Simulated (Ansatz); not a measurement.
The parent structure is CdTe in the zinc blende structure (space group F-43m, No. 216; a = 6.558 Å). Axes: x, y, z lie along the cube axes.

Perturbation: biaxial strain −4.30 %, plane normal [001], relaxed out of plane (Cartesian); in-plane vectors clamped, the third vector and the atoms free.

Levels (all Ansatz, a program for electronic structure, PAW): r2SCAN (500 eV, no spin-orbit coupling); HSE06+SOC (420 eV, noncollinear with spin-orbit coupling).

The geometry is relaxed with r2SCAN.

* **r2SCAN valence-band top at Γ**: 0.00, 0.00, -0.40 eV
* **r2SCAN band gap**: 1.11 eV

Problem. What does HSE06+SOC give at this geometry for the valence-band top at Γ and band gap?

Solution. The valence-band top at Γ (three highest Kramers pairs, from the VBM) goes from 0.00, 0.00, -0.40 eV to 0.00, -0.23, -1.13 eV; the band gap increases by 0.04 eV to 1.15 eV.

Single points use the geometry relaxed with r2SCAN. Differences between runs with and without spin-orbit coupling are approximate. Spin-orbit coupling, missing from the scalar runs, can matter with Te. Stability against distortions was not tested.
